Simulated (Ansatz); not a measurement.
Start from NiGe (space group Pnma, No. 62; a = 5.4079 Å, b = 3.4735 Å, c = 5.8468 Å; non-magnetic). Axes: x, y, z lie along a, b, c of the conventional cell.

All numbers come from DFT with PBE, PAW potentials and a 420 eV plane-wave cutoff in Ansatz (a first-principles code), without spin-orbit coupling, earlier PAW set.

Base values:

The volume per atom comes out as 13.73 Å³.

Now apply this change: uniaxial stress, 5 GPa tension along x, with the cell and atoms free to relax against it.

Problem. Predict the new volume per atom and energy relative to the base.

Solution. The volume per atom grows by 0.13 Å³ (13.73 Å³ → 13.86 Å³); the energy increases by 17 meV/atom.

Without a gap, meshes like the base's 9×13×8 leave anisotropic stresses uncertain by several tenths of a GPa, and small strain energies with them. Load acts through the strain it causes; cell and atoms are relaxed under it. Beyond what the load breaks, stability against distortions was not tested. Seeded moments were not kept for the base. All final runs are without spin polarisation.
